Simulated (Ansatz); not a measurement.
Reference: monolayer HfS₂, PBE, rigid bands (plane waves, PAW, scalar-relativistic; Ansatz, a program for electronic structure); axes and stresses refer to this cell.

```
HfS2
1.0
    3.65218     0.00000     0.00000
   -1.82609     3.16288     0.00000
    0.00000     0.00000    18.93792
Hf S
1 2
Direct
  0.00000   0.00000   0.50000
  0.33333   0.66667   0.57638
  0.66667   0.33333   0.42362
```

The hole conductivity mass is 0.34 mₑ and the band gap is 1.31 eV. The electron conductivity mass is 0.45 mₑ.

### Question
Change: biaxial strain +1 % with spin-orbit coupling. What happens to hole conductivity mass, band gap, electron conductivity mass?

### Answer
hole conductivity mass decreases to 0.31 mₑ; band gap rises to 1.36 eV; electron conductivity mass grows to 0.48 mₑ.

### Question
Change: biaxial strain +2 % with spin-orbit coupling. What happens to hole conductivity mass, band gap, electron conductivity mass?

### Answer
hole conductivity mass shrinks to 0.32 mₑ; band gap grows to 1.47 eV; electron conductivity mass rises to 0.50 mₑ.

### Question
Change: biaxial strain +3 % with spin-orbit coupling. What happens to hole conductivity mass, band gap, electron conductivity mass?

### Answer
hole conductivity mass moves little, to 0.33 mₑ; band gap rises to 1.57 eV; electron conductivity mass rises to 0.53 mₑ.

### Question
Change: biaxial strain -2 % with spin-orbit coupling. What happens to hole conductivity mass, band gap, electron conductivity mass?

### Answer
hole conductivity mass shrinks to 0.30 mₑ; band gap decreases to 0.99 eV; electron conductivity mass decreases to 0.40 mₑ.

### Question
Change: biaxial strain -3 % with spin-orbit coupling. What happens to hole conductivity mass, band gap, electron conductivity mass?

### Answer
hole conductivity mass decreases to 0.29 mₑ; band gap falls to 0.85 eV; electron conductivity mass falls to 0.38 mₑ.

### Question
Change: spin-orbit coupling switched on. What happens to hole conductivity mass, band gap, electron conductivity mass?

### Answer
hole conductivity mass decreases to 0.31 mₑ; band gap falls to 1.25 eV; electron conductivity mass moves little, to 0.45 mₑ.

Masses are for dilute carriers at 300 K, harmonic means over directions unless an axis is named. Spin-orbit coupling is left out unless a row names it. The structure type is held under load, also where the real crystal would transform.

Model free-standing layer, not matched to a measured one here: monolayer HfS2.
